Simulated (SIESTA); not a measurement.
SIESTA run on Sc₂Co (I4/mcm, 6 atoms in the cell): relaxation of cell and atoms.

Level of theory: SIESTA 5.4.2 with GGA PBEsol, numerical atomic orbitals DZP, PseudoDojo PBEsol standard norm-conserving potentials (rewritten from UPF to PSML).

```
Sc2Co
1.0
   -3.15008     3.15008     2.82160
    3.15008    -3.15008     2.82160
    3.15008     3.15008    -2.82160
Sc Co
4 2
Cartesian
  2.02607  -1.12401   2.82160
  1.12401   4.27409   0.00000
  1.12401   2.02607   2.82160
  2.02607   1.12401   0.00000
  0.00000   0.00000   4.23240
  0.00000   0.00000   1.41080
```

Reference input (self-consistent single point, DFT, GGA PBEsol, numerical atomic orbitals DZP, PseudoDojo PBEsol standard norm-conserving potentials (rewritten from UPF to PSML)): XC.functional = GGA; XC.authors = PBEsol; potentials = PseudoDojo PBEsol standard; PAO.BasisSize = DZP; PAO.EnergyShift = 0.005 Ry; MeshCutoff = 300 Ry; kgrid.MonkhorstPack = 5 5 5; OccupationFunction = FD; ElectronicTemperature = 50 meV; MaxSCFIterations = 150; SCF.Mixer.Method = Broyden; SCF.Mixer.Weight = 0.25. This run's input differs from it in these lines:

```diff
@@ -45,2 +45,7 @@
 Diag.ParallelOverK           true
+MD.TypeOfRun                 FIRE
+MD.Steps                     40
+MD.MaxForceTol               0.02 eV/Ang
+MD.VariableCell              true
+MD.MaxStressTol              0.05 GPa
 WriteForces                  true
```

Log, with long lists cut:

```
        iscf     Eharris(eV)        E_KS(eV)     FreeEng(eV)     dDmax    Ef(eV) dHmax(eV)
   scf:    1   -13471.424957   -13552.823328   -13552.898968  1.504184 -5.351066 23.745314
   scf:    2   -13291.844213   -13502.850345   -13502.894039  0.526236 -5.915601 40.209738
   scf:    3   -13601.517653   -13571.558780   -13571.607555  0.261541 -5.785688  8.378318
   scf:    4   -13119.057952   -13437.301166   -13437.403763  0.921323 -5.732627 52.643096
   scf:    5   -13427.571128   -13556.982271   -13557.031885  0.943571 -5.955585 19.933675
   [... 8 lines left out ...]
   scf:   14   -13576.188621   -13576.188655   -13576.253497  0.000278 -5.999812  0.009508
   scf:   15   -13576.188670   -13576.188664   -13576.253501  0.000132 -6.000013  0.002848
   scf:   16   -13576.188663   -13576.188663   -13576.253501  0.000042 -6.000163  0.001462
   scf:   17   -13576.188663   -13576.188663   -13576.253501  0.000024 -6.000242  0.000608
SCF Convergence by DM+H criterion
max |DM_out - DM_in|         :     0.0000238198
max |H_out - H_in|      (eV) :     0.0006078078
SCF cycle converged after 17 iterations

Using DM_out to compute the final energy and forces

siesta: E_KS(eV) =           -13576.1887

siesta: E_KS - E_eggbox =    -13576.1887

siesta: Atomic forces (eV/Ang):
     1   -0.018202   -0.018202   -0.000020
     2    0.018202    0.018202    0.000020
     3    0.018207   -0.018207   -0.000000
     4   -0.018207    0.018207   -0.000000
     5    0.000344   -0.000344   -0.000001
     6   -0.000344    0.000344   -0.000000
   Tot   -0.000000   -0.000000   -0.000001
   Max    0.018207
   Res    0.012137    sqrt( Sum f_i^2 / 3N )
   Max    0.018207    constrained

   [... lines left out ...]
siesta: Pressure (static):        -57.85286162  kBar
siesta: Pressure (total):        -57.85286162  kBar
No target stress found, assuming hydrostatic MD.TargetPressure.
Target stress (kBar)
outcell: Cell volume (Ang**3)        :    105.0610
        iscf     Eharris(eV)        E_KS(eV)     FreeEng(eV)     dDmax    Ef(eV) dHmax(eV)
siesta: Pressure (static):          0.34333535  kBar
siesta: Pressure (total):          0.34333535  kBar
outcell: Cell volume (Ang**3)        :    105.0610
siesta: FreeEng =    -13576.387226
   [... lines left out ...]
siesta:    -0.000247    0.000025    0.000081
siesta:     0.000025   -0.000247    0.000081
siesta:     0.000081    0.000081   -0.000149

siesta: Cell volume =        105.061023 Ang**3

siesta: Pressure (static):
siesta:                Solid            Molecule  Units
siesta:           0.00000233          0.00000336  Ry/Bohr**3
siesta:           0.00021429          0.00030836  eV/Ang**3
siesta:           0.34333535          0.49404025  kBar
```

The run converged. 

Summary of the result:
- Free energy E − TS = -13576.3872 eV
- Fermi level (on the code's own zero) = -6.24 eV
- Pressure = 0.03 GPa
- Largest force (vector length) = 0.007 eV/Å
- Final cell = a = 5.166 Å, b = 5.166 Å, c = 5.160 Å, α = 106.40°, β = 106.40°, γ = 115.77°
- Final volume per atom = 17.51 Å³
- Relaxation steps = 31

The starting cell comes from a database of computed structures (which also holds hypothetical and non-ambient phases and stackings), without a prior relaxation at this level. Its lattice was rescaled by a random factor within 2.5 % of one. Spin polarisation is off. Values carry the incompleteness of an atom-centred basis.

Cost on one core of a shared machine: roughly 20 min.
